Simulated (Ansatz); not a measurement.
The structure below was relaxed with Kohn–Sham DFT with the r2SCAN functional, run in Ansatz (an electronic-structure program) with PAW and 500 eV plane waves, no spin-orbit coupling.

```
CELL_PARAMETERS angstrom
      0.00000     3.08746     3.08746
      3.08746     0.00000     3.08746
      3.08746     3.08746     0.00000
ATOMIC_POSITIONS crystal
  I  0.00000 0.00000 0.00000
  Y  0.50000 0.50000 0.50000
```

Problem. Find the space group and the Wyckoff positions.

Solution. Space group Fm-3m (No. 225); a = b = c = 6.1749 Å, α = β = γ = 90.00°

```json
[
 {"atom": "I", "site": "4a", "symmetry": "m-3m", "x": "0.0000", "y": "0.0000", "z": "0.0000"},
 {"atom": "Y", "site": "4b", "symmetry": "m-3m", "x": "0.5000", "y": "0.5000", "z": "0.5000"}
]
```

Problem. Describe the coordination.

Solution. The crystal has 8 atoms in its conventional cell. Conventional cell: a = 6.1749 Å, b = 6.1749 Å, c = 6.1749 Å, α = 90.00°, β = 90.00°, γ = 90.00°. I is coordinated by 6 Y at 3.087 Å (octahedral). Y has 6 I at 3.087 Å (octahedral). (Neighbours: up to the widest gap in distance over summed covalent radii, below 1.35, at either atom; cation-cation and far metal-metal contacts left out.)

Stability against distortions was not tested. The final runs are not spin-polarised. The cell was made from YN by this change: N → I; the result is a hypothetical phase, not in the database extracts checked. YI has a high density of states at the Fermi level and may be magnetic at this level.
